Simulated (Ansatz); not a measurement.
Partial pair distribution functions of a relaxed model of amorphous Ti20O42Zr, broadened by 0.06 Å; density 3.69 g/cm³. Calculation: PBE, scalar-relativistic without spin-orbit coupling (plane waves to 420 eV, PAW; Ansatz, a first-principles code).

Preparation: random packing, a CHGNet melt and quench, and a DFT relaxation. O atoms were pushed apart under 1.9 Å during the dynamics, to hinder bonds among them. The hot cell started wider than the set density and was brought back towards it in steps. It is the lowest in DFT energy of 2 quenches. It is a model cell: composition and starting density were chosen by hand, and all elements were melted together. No dispersion term was used. Its density started from a set value of 3.69 and ended at 3.69 g/cm³. The simulated quench (nominally 360 K/ps over its main leg) is rapid and tends to freeze in more defects than a deposited or slowly cooled glass has. Values belong to this one cell and scatter from quench to quench. The volume was held where the preparation left it and the shape relaxed, at a PBE pressure of 1.7 GPa. Stress components on the final sampling reach 1.8 GPa.

| r (Å) | g Ti-O | g O-Zr | g Ti-Ti | g O-O |
|---|---|---|---|---|
| 1.55 | 0.01 | 0.00 | 0.00 | 0.00 |
| 1.65 | 0.40 | 0.00 | 0.00 | 0.00 |
| 1.75 | 2.66 | 0.00 | 0.00 | 0.00 |
| 1.85 | 6.02 | 0.05 | 0.00 | 0.00 |
| 1.95 | 6.30 | 1.74 | 0.00 | 0.00 |
| 2.05 | 3.36 | 7.05 | 0.00 | 0.00 |
| 2.15 | 1.41 | 8.23 | 0.00 | 0.00 |
| 2.25 | 0.47 | 2.59 | 0.00 | 0.01 |
| 2.35 | 0.10 | 0.09 | 0.00 | 0.29 |
| 2.45 | 0.15 | 0.00 | 0.00 | 1.29 |
| 2.55 | 0.04 | 0.00 | 0.00 | 1.89 |
| 2.65 | 0.04 | 0.00 | 0.00 | 2.07 |
| 2.75 | 0.19 | 0.00 | 0.00 | 2.55 |
| 2.85 | 0.20 | 0.00 | 0.22 | 2.66 |
| 2.95 | 0.17 | 0.00 | 1.73 | 2.16 |
| 3.05 | 0.36 | 0.00 | 2.24 | 1.69 |
| 3.15 | 0.41 | 0.00 | 1.63 | 1.47 |
| 3.25 | 0.43 | 0.00 | 1.54 | 0.98 |
| 3.35 | 0.59 | 0.00 | 2.22 | 0.76 |
| 3.45 | 0.79 | 0.10 | 2.18 | 0.58 |
| 3.55 | 0.88 | 0.72 | 2.89 | 0.66 |
| 3.65 | 1.10 | 0.68 | 2.13 | 0.84 |
| 3.75 | 1.10 | 2.71 | 1.05 | 0.81 |
| 3.85 | 1.30 | 2.66 | 0.54 | 0.70 |
| 3.95 | 1.39 | 1.87 | 0.68 | 0.74 |
| 4.05 | 1.11 | 0.78 | 0.76 | 0.77 |
| 4.15 | 1.23 | 0.71 | 0.40 | 0.60 |
| 4.25 | 1.67 | 1.33 | 0.54 | 0.54 |
| 4.35 | 1.79 | 2.01 | 0.65 | 0.50 |
| 4.45 | 1.84 | 0.89 | 0.67 | 0.62 |

Within 2.54 Å each Ti has 5.35 O neighbours on average.
